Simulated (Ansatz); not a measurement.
A periodic model of amorphous Ga24O38Zr:

```xyz
63
Lattice="9.0858 -0.0162 0.0318 -0.0162 9.5993 -0.0370 0.0318 -0.0370 9.0056" Properties=species:S:1:pos:R:3 pbc="T T T"
Ga     4.5760     4.8932     4.3134
Ga     4.7992     5.2065     1.0519
Ga     2.0628     4.9877     2.6431
Ga     6.8190     6.2576     5.0243
Ga     8.0658     7.0689     7.5688
Ga     4.1666     8.2877     0.3964
Ga     5.0128     1.8725     8.9589
Ga     6.6571     1.3744     2.7847
Ga     8.1140     9.3300     5.1342
Ga     4.8626     0.9325     5.4811
Ga     2.1968     6.4393     8.6174
Ga     2.0062     0.1216     4.9093
Ga     2.7090     2.9808     5.9957
Ga     3.2997     1.7092     2.6459
Ga     3.8270     7.9436     3.6901
Ga     6.8112     7.6859     2.1124
Ga     2.0500     0.5557     8.2736
Ga     8.3325     2.5527     8.3348
Ga     7.9243     4.5570     1.9321
Ga     0.3815     4.6108     6.4625
Ga     0.3461     2.6960     3.7285
Ga     1.6076     3.2350     0.3435
Ga     7.0804     9.3963     8.8490
Ga     0.5055     6.8886     4.0875
O      2.6453    -0.0130     3.0704
O      7.4958     7.6401     0.2729
O      3.0766     1.8419     0.3083
O      6.9224     1.6491     8.9499
O      5.3053     3.8576     8.8477
O      5.0619     6.6880     4.4524
O      0.5794     1.4511     8.9128
O      3.7236     2.1680     4.4943
O      2.2773     5.0089     0.7719
O      0.2229     5.5110     2.7396
O      3.9502     4.5479     2.6373
O      8.8209     3.9922     0.4346
O      3.9289     4.4646     6.0183
O      0.6705     6.2471     7.6388
O      6.3164     4.3963     4.7825
O      8.6591     5.9137     5.4371
O      0.7588     8.3584     5.2026
O      7.8060     2.9022     2.8834
O      1.7428     2.9287     2.3960
O      1.3035     3.8298     4.8888
O      7.6571     7.6496     3.8659
O      4.8735     7.9923     2.0968
O      5.1011     2.1001     6.9114
O      6.4701     5.7021     1.8847
O      6.5207     0.7016     4.5835
O      5.1628     9.4987     8.5458
O      6.5777     6.0676     6.9723
O      5.0457     1.8329     1.9777
O      3.8288     8.9756     5.2836
O      7.7775     8.8775     6.9771
O      0.2808     1.0857     4.5474
O      7.9268     3.4758     6.8020
O      2.3703     8.4074     8.8705
O      1.6988     3.6755     7.4699
O      2.2907     1.1290     6.5256
O      4.1248     6.4693     8.8356
O      2.3550     6.6661     3.5697
O      7.3063     9.5225     1.8421
Zr     5.8607     4.0748     6.8377
```

Calculation: PBE, scalar-relativistic without spin-orbit coupling (plane waves to 420 eV, PAW; Ansatz, a first-principles code).

The cell was made by melting and quenching with the CHGNet potential and then relaxed with DFT. O atoms were pushed apart under 1.9 Å during the dynamics, to hinder bonds among them. The hot cell started wider than the set density and was brought back towards it in steps. It is the lowest in DFT energy of 2 quenches. It is a model cell: composition and starting density were chosen by hand, and all elements were melted together. No dispersion term was used. Its density started from a set value of 5.02 and ended at 5.02 g/cm³. Cooling (nominally 280 K/ps over its main leg) ran many orders faster than in experiment, which tends to leave more defects and strain. A cell of this size samples the disorder only roughly. The volume was held where the preparation left it and the shape relaxed, at a PBE pressure of 2.1 GPa. Stress components on the final sampling reach 2.2 GPa.

Neighbours within Ga-Ga 2.68 Å, Ga-O 2.26 Å, Ga-Zr 3.05 Å, O-O 1.58 Å, O-Zr 2.65 Å, Zr-Zr 3.41 Å count as bonded. Two cations that share two anions don't count as bonded, nor two that share one unless they lie closer than Ga-Ga 2.61 Å, Ga-Zr 2.96 Å, Zr-Zr 3.32 Å.

Problem. Give the coordination numbers, mean bond lengths and angles.

Solution. 
Mean coordination of Ga by anions: 4.58 (12 with 4, 10 with 5, 2 with 6)
Mean coordination of O: 3.05 (36 with 3, 2 with 4)
Mean coordination of Zr by anions: 6.00 (1 with 6)
Mean Ga-O bond: 1.930 Å (spread 0.073 Å, 110 counted)
Mean O-Zr bond: 2.125 Å (spread 0.017 Å, 6 counted)
Bond angle at Ga: mean 107.5°, spread 24.4°
Bond angle at O: mean 114.4°, spread 16.3°
Bond angle at Zr: mean 105.9°, spread 32.9°

Problem. Which atoms depart from the most common coordination of their element?

Solution. Ga3 has 5 (O33 1.88 Å, O34 1.92 Å, O35 1.94 Å, O61 1.94 Å, O43 2.10 Å); Ga4 has 5 (O30 1.90 Å, O40 1.92 Å, O39 1.94 Å, O51 1.97 Å, O45 2.00 Å); Ga7 has 6 (O28 1.92 Å, O27 1.94 Å, O29 2.01 Å, O50 2.02 Å, O52 2.03 Å, O47 2.06 Å); Ga9 has 5 (O55 1.92 Å, O54 1.93 Å, O49 1.97 Å, O41 2.00 Å, O45 2.15 Å); Ga12 has 5 (O41 1.87 Å, O59 1.93 Å, O25 1.95 Å, O55 2.01 Å, O53 2.03 Å); Ga13 has 5 (O58 1.92 Å, O37 1.92 Å, O59 1.97 Å, O44 1.98 Å, O32 1.99 Å); Ga15 has 5 (O53 1.90 Å, O46 1.91 Å, O30 1.92 Å, O61 1.95 Å, O25 2.14 Å); Ga16 has 5 (O62 1.92 Å, O45 1.95 Å, O46 1.96 Å, O26 1.96 Å, O48 2.03 Å); Ga20 has 5 (O40 1.87 Å, O58 1.90 Å, O56 1.93 Å, O44 1.98 Å, O38 2.04 Å); Ga22 has 6 (O58 1.94 Å, O33 1.94 Å, O27 2.02 Å, O36 2.03 Å, O43 2.08 Å, O31 2.09 Å); Ga23 has 5 (O28 1.86 Å, O26 1.90 Å, O50 1.94 Å, O62 2.02 Å, O54 2.06 Å); Ga24 has 5 (O41 1.86 Å, O40 1.88 Å, O61 1.93 Å, O34 1.95 Å, O45 2.10 Å); O43 has 4 (Ga21 1.94 Å, Ga14 1.99 Å, Ga22 2.08 Å, Ga3 2.10 Å); O45 has 4 (Ga16 1.95 Å, Ga4 2.00 Å, Ga24 2.10 Å, Ga9 2.15 Å).

Problem. List the pairs of like atoms that count as bonded by the rules above.

Solution. There are none by these rules.
